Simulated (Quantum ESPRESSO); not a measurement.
Worked example: self-consistent single point of MnO (Fm-3m, 4 atoms in the cell) in Quantum ESPRESSO.

Method: PBE, SSSP 1.1.2 efficiency (PBE) pseudopotentials (plane waves; Quantum ESPRESSO).

The change in words: lattice scaled by 0.98. Reference geometry:
```
MnO
1.0
    4.48040     2.24020     2.24020
    2.24020     4.48040     2.24020
    2.24020     2.24020     4.48040
Mn O
2 2
Cartesian
  0.00000   0.00000   0.00000
  4.48040   4.48040   4.48040
  2.24020   2.24020   2.24020
  6.72061   6.72061   6.72061
```
Moments meant for the start (each program seeds them in its own way; μB, in the order of the atoms Mn Mn O O): 5.0 -5.0 0.0 0.0.

Reference input (self-consistent single point, DFT, PBE, plane waves, SSSP 1.1.2 efficiency (PBE) pseudopotentials): ecutwfc = 55 Ry; ecutrho = 440 Ry; occupations = smearing; smearing = fermi-dirac; degauss = 0.0036749 Ry; nspin = 2; potentials = {Mn1: mn_pbe_v1.5.uspp.F.UPF, Mn2: mn_pbe_v1.5.uspp.F.UPF, O: O.pbe-n-kjpaw_psl.0.1.UPF}; K_POINTS = automatic 5 5 5 0 0 0; conv_thr = 1e-10 Ry; mixing_beta = 0.3. This run's input differs from it in these lines:

```diff
@@ -30,5 +30,5 @@
 CELL_PARAMETERS angstrom
-   4.480404000     2.240202000     2.240202000
-   2.240202000     4.480404000     2.240202000
-   2.240202000     2.240202000     4.480404000
+   4.390796000     2.195398000     2.195398000
+   2.195398000     4.390796000     2.195398000
+   2.195398000     2.195398000     4.390796000
 ATOMIC_POSITIONS crystal
```

Output, abridged:

```
     Self-consistent Calculation

     iteration #  1     ecut=    55.00 Ry     beta= 0.30

     total energy              =    -505.55182135 Ry
     estimated scf accuracy    <       1.25150235 Ry

     total magnetization       =    -0.00 Bohr mag/cell
     absolute magnetization    =     8.99 Bohr mag/cell

     iteration #  2     ecut=    55.00 Ry     beta= 0.30

     total energy              =    -505.81539246 Ry
     estimated scf accuracy    <       0.05466158 Ry

     total magnetization       =     0.00 Bohr mag/cell
     absolute magnetization    =     9.10 Bohr mag/cell

     iteration #  3     ecut=    55.00 Ry     beta= 0.30

   [... lines left out ...]

     total energy              =    -505.84146582 Ry
     estimated scf accuracy    <          3.9E-10 Ry

     total magnetization       =     0.00 Bohr mag/cell
     absolute magnetization    =     9.01 Bohr mag/cell

     iteration # 17     ecut=    55.00 Ry     beta= 0.30

     negative rho (up, down):  2.433E-04 2.433E-04

     Magnetic moment per site  (integrated on atomic sphere of radius R)
     atom   1 (R=0.168)  charge= 12.5677  magn=  4.0262
     atom   2 (R=0.168)  charge= 12.5677  magn= -4.0262
     atom   3 (R=0.168)  charge=  5.9169  magn= -0.0000
     atom   4 (R=0.168)  charge=  5.9169  magn= -0.0000
     End of self-consistent calculation

     the Fermi energy is    13.8617 ev

!    total energy              =    -505.84146582 Ry
     estimated scf accuracy    <          7.5E-12 Ry
     smearing contrib. (-TS)   =      -0.00000028 Ry
     internal energy E=F+TS    =    -505.84146555 Ry

     total magnetization       =     0.00 Bohr mag/cell
     absolute magnetization    =     9.01 Bohr mag/cell

     convergence has been achieved in  17 iterations

     negative rho (up, down):  2.433E-04 2.433E-04

     Forces acting on atoms (cartesian axes, Ry/au):

     atom    1 type  1   force =     0.00000000    0.00000000   -0.00000000
     atom    2 type  2   force =     0.00000000    0.00000000    0.00000000
     atom    3 type  3   force =    -0.00000001   -0.00000001   -0.00000001
   [... lines left out ...]
     Total force =     0.000000     Total SCF correction =     0.000001
   [... lines left out ...]

     negative rho (up, down):  2.433E-04 2.433E-04
          total   stress  (Ry/bohr**3)                   (kbar)     P=       52.21
   0.00035488  -0.00013958  -0.00013958           52.21      -20.53      -20.53
  -0.00013958   0.00035488  -0.00013958          -20.53       52.21      -20.53
  -0.00013958  -0.00013958   0.00035488          -20.53      -20.53       52.21

   JOB DONE.
```

The run converged in 17 iterations. Against the reference run the free energy rises by 2.4 meV/atom, the pressure goes from -3.92 to 5.22 GPa and the gap on the mesh goes from 0.849 to 1.028 eV.

The starting cell has typed, rounded lattice constants, without a prior relaxation at this level. Its lattice was rescaled by a random factor within 2.5 % of one. For this run, on top of that: lattice scaled by 0.98. The magnetic order is the one reached from the typed start; others were not searched systematically. With a pressure of about 5 GPa the cell is away from its equilibrium volume at this level.

Cost on one core of a shared machine: roughly 3 min.
